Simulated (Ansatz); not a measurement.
Abridged Ansatz (a program for electronic structure) output:

```
Pseudopotential: La, paw, valence charge 11
Pseudopotential: Te, paw, valence charge 16
Crystal: 5 atoms, lattice volume = 187.912 Å³
Basis set: ecut = 500 eV, 4757 PW (Γ), exchange–correlation on 160×160×240 points (64 copies of the dense FFT grid, shifted against one another)
Bands: 40, of which v1, the nominal top of the filled ones, is band 35 counted from 1 (34 counted from 0)
Symmetry: 12 space group operations
k-points: 35 of 256
Functional: x = r2scan, c = r2scan; τ floored in thin density (d = 2e-4 eV/Å³)
SCF iter   1: F=—  HF=-33522.564318 eV  |F-HF|=—  |Δ(HF+E_count)|=         —  Δρ=8.22e-3  dr2=2.56e-1  dr2_τ=9.65e-3  ethr=1.77e-3  ⟨swp⟩=10.4  Hψ=6598  notcnv=0
SCF iter   2: F=—  HF=-33522.607557 eV  |F-HF|=—  |Δ(HF+E_count)|=   4.32e-2  Δρ=3.41e-3  dr2=3.90e-2  dr2_τ=1.88e-3  ethr=3.65e-4  ⟨swp⟩=8.2  Hψ=3337  notcnv=0  defer=12
SCF 1 converged in 10 iterations: F = -33522.607620 eV  dr2 = 3.83e-11
SCF converged after 10 iterations
Free energy (F): -33522.607620 eV
Internal energy: -33522.607620 eV  (E = F + TS)
E sigma→0 (E₀):  -33522.607620 eV
Entropy (-TS):   -0.000000 eV (-0.000 meV/atom)
Fermi energy:    8.950103 eV
--- Forces (eV/Å), atoms counted from 1 ---
  atom   1  La     0.00000000    -0.00000000    -0.00010999
  atom   2  La    -0.00000000     0.00000000     0.00010999
  atom   3  Te    -0.00000000     0.00000000     0.00000000
  atom   4  Te    -0.00000000     0.00000000    -0.00015962
  atom   5  Te     0.00000000    -0.00000000     0.00015962
--- Stress (GPa, compression-positive) ---
       -0.003082       0.000000      -0.000000
       -0.000000      -0.003082      -0.000000
       -0.000000      -0.000000       0.003707
  P = ⅓ Tr σ = -0.0008 GPa (-0.008 kbar)
```

Question: What was computed, and what are the main results?

Answer: La2Te3, 5 atoms in the cell, with r2SCAN (Ansatz), without spin-orbit coupling. The last SCF converged to F = -33522.607620 eV, or -6704.5215 eV per atom, at a pressure of 0.00 GPa. The total energy compares only with runs of the same code, potentials and settings.

With Te present, leaving out spin-orbit coupling can change the band edges. No phonon test of stability was made. The cell was made from La2O3 by this change: O → Te; the result is a hypothetical phase, not in the database extracts checked.
